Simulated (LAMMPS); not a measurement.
MD of HgS (zinc blende) at zero pressure, 4096 atoms, as a liquid; each row is its own run.

Level of theory: classical MD, pair style sw, file CdTeZnSeHgS0.sw, run in LAMMPS.

```csv
T (K),D(S) (cm²/s)
880,9.42e-6
990,1.69e-5
1100,2.74e-5
1380,5.68e-5
1430,6.16e-5
1540,7.88e-5
1760,0.000115
```

Task: Fit an Arrhenius law, ln y = a + b / x, to these rows (x is the first column, y the second) and predict the run at x = 1210.

Result: Least squares gives a = -6.6362 and b = -4318. The slope times kB gives an activation energy of 0.37 eV. At x = 1210 the fit predicts 3.70e-5 cm²/s. The run itself gave (3.69 ± 0.05) × 10^-5 cm²/s, so the fit is 0.27 % high, within the run's error.

Caution: at ambient pressure real HgS sublimes or decomposes before or as it melts, so this liquid is the model's.

Caution: a run this short can hold a crystal over, or a liquid under, the potential's own melting point, which these runs don't give.

Errors of D are the spread over four groups of atoms in one short run; a floor of about 5 %, a picked value, is safer.
